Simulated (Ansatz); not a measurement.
The parent structure is MoSi$_{2}$ (space group I4/mmm, No. 139; relaxed with 0.1 eV smearing).

```yaml
crystal:
  lattice:
    - [-1.58700, 1.58700, 3.88936]
    - [1.58700, -1.58700, 3.88936]
    - [1.58700, 1.58700, -3.88936]
  atoms:
    - { symbol: Si, position: [0.66479, 0.66479, 0.00000] }
    - { symbol: Si, position: [0.33521, 0.33521, 0.00000] }
    - { symbol: Mo, position: [0.00000, 0.00000, 0.00000] }
```

Level of theory: DFT with LDA, PAW potentials and a 420 eV plane-wave cutoff in Ansatz (a quantum-chemistry and plane-wave program), spin-orbit coupling left out.

For the base:

- Pressure: 0.0 GPa
- Band gap: zero

It is then changed as follows: an isotropic linear strain of −1.50 %, atoms relaxed at fixed cell.

Question: Estimate the effect on the pressure.

Answer: The pressure (mean of the normal stresses, compression positive) goes from zero to 11.3 GPa.

Question: How does this affect the energy relative to the base?

Answer: The energy grows by 20 meV/atom.

Question: Predict the new band gap.

Answer: The band gap is still zero.

Stability against distortions was not tested. The final runs are not spin-polarised.
